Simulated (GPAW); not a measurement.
A user runs GPAW on VMo (Cmmm, 2 atoms in the cell) and asks whether the run is sound. The aim is a self-consistent single point with DFT PBEsol, plane waves, GPAW PAW datasets PBEsol (made by gpaw-setup).

Cell that was meant: a = 2.7036 Å, b = 2.7036 Å, c = 4.2290 Å, α = 90.00°, β = 90.00°, γ = 110.69°.

Part of the input:

```python
from gpaw import GPAW

atoms = Atoms(['V', 'Mo'],
              cell=[[0.813494, -1.176906, 0.000000],
                    [0.813494, 1.176906, 0.000000],
                    [0.000000, 0.000000, 2.237896]],
              scaled_positions=[[0.500000, 0.500000, 0.500000],
                                [0.000000, 0.000000, 0.000000]],
              pbc=True)
[...]
            occupations={'name': 'methfessel-paxton', 'width': 0.2, 'order': 1},
            nbands=-6,
            symmetry={'symmorphic': False, 'tolerance': 0.0005},
            maxiter=60)

atoms.calc = calc
```

The program printed (abridged):

```
Input parameters:
  kpts: {gamma: True,
         size: (12, 12, 7)}
  maxiter: 60
  mode: {ecut: 850,
         name: pw}
  nbands: -6
   [... lines left out ...]
   1 Mo     0.000000    0.000000    0.000000    ( 0.0000,  0.0000,  0.0000)

Unit cell:
           periodic     x           y           z      points  spacing
  1. axis:    yes    0.813494   -1.176906    0.000000    10     0.1338
  2. axis:    yes    0.813494    1.176906    0.000000    10     0.1338
  3. axis:    yes    0.000000    0.000000    2.237896    16     0.1399

  Lengths:   1.430692   1.430692   2.237896
  Angles:   90.000000  90.000000 110.694452

Effective grid spacing dv^(1/3) = 0.1389
     iter     time        total  log10-change:
                         energy   eigst   dens
iter:   1 --:--:--   252.242366
iter:   2 --:--:--   254.702071   -1.56  -0.72
iter:   3 --:--:--   213.187224   -0.00  -0.75
iter:   4 --:--:--   204.215769   -1.50  -1.33
iter:   5 --:--:--   237.035173   -0.19  -1.65
   [... 2 lines left out ...]
iter:   8 --:--:--   240.120274   -2.51  -2.46
iter:   9 --:--:--   240.475931   -2.34  -2.67
iter:  10 --:--:--   240.491107   -3.00  -2.75
iter:  11 --:--:--   240.478399   -3.46  -3.00
iter:  12 --:--:--   240.485699c  -4.43  -3.19
iter:  13 --:--:--   240.493731   -4.06  -3.26
iter:  14 --:--:--   240.493628c  -5.35  -3.74
iter:  15 --:--:--   240.493327c  -5.66  -3.83
iter:  16 --:--:--   240.493267c  -7.18  -3.89
iter:  17 --:--:--   240.493595c  -5.27  -3.92
iter:  18 --:--:--   240.493774c  -5.51  -4.35c
iter:  19 --:--:--   240.493762c  -7.41c -4.45c
Converged after 19 iterations.

Dipole moment: (0.000000, -0.000000, 0.000000) |e|*Ang

Energy contributions relative to reference atoms: (reference = -135867.449775)

Kinetic:       +1996.282173
Potential:     -1536.483068
External:        +0.000000
XC:            -207.527280
Entropy (-ST):   +0.000559
Local:          -11.778435
SIC:             +0.000000
--------------------------
Free energy:   +240.493949
Extrapolated:  +240.493762

Showing only first 2 kpts
 Kpt  Band  Eigenvalues  Occupancy
  0    11     69.07365    2.00000
  0    12     69.51359    2.00000
  0    13     70.21001    2.00000
  0    14     71.88877   -0.01022

  1    11     68.36968    2.00000
  1    12     68.74014    2.00000
  1    13     69.49633    2.00000
  1    14     69.81252    2.00000

   [... lines left out ...]
Fermi level: 71.46247
   [... lines left out ...]

No gap
No difference between direct/indirect transitions
Energy (eV): 240.493762

Forces in eV/Ang:
  0 V     0.00000    0.00000    0.00000
  1 Mo    0.00000    0.00000    0.00000

Stress tensor:
  -110.119304     0.000000     0.000000
     0.000000  -107.868593     0.000000
     0.000000     0.000000  -107.994768
Stress (GPa, Voigt): [-17643.0574 -17282.4537 -17302.6692      0.          0.          0.    ]
```

Is anything amiss in this input, and did it matter?

The run is not sound. The fault is this: cell numbers converted the wrong way (times 0.529). 1 bohr is 0.529 Å, so a mix-up scales every length by 1.89 or 0.529 and the volume by 6.75 or 0.148. To fix it, give the lengths in the unit that the key or card expects. The run converged in 19 iterations without an error; against the sound input the free energy rises by 131 eV/atom and the pressure goes from -5.02 to 17410 GPa.

An input that runs soundly differs in these lines (not the only fix; some lines may just follow from the change or write a value another way):
```diff
-              cell=[[0.813494, -1.176906, 0.000000],
-                    [0.813494, 1.176906, 0.000000],
-                    [0.000000, 0.000000, 2.237896]],
+              cell=[[1.537280, -2.224030, 0.000000],
+                    [1.537280, 2.224030, 0.000000],
+                    [0.000000, 0.000000, 4.229010]],
-            maxiter=60)
+            maxiter=150)
```

With that input, the run converged in 24 iterations: free energy E − TS (from the program's reference atoms) -21.4214 eV; Fermi level (on the code's own zero) 11.38 eV; pressure -5.02 GPa (DFT PBEsol, plane waves, GPAW PAW datasets PBEsol (made by gpaw-setup)).

On the sound input: the starting cell comes from a database of computed structures (which also holds hypothetical and non-ambient phases and stackings), without a prior relaxation at this level. Spin polarisation is off. With a pressure of about -5 GPa the cell is away from its equilibrium volume at this level.
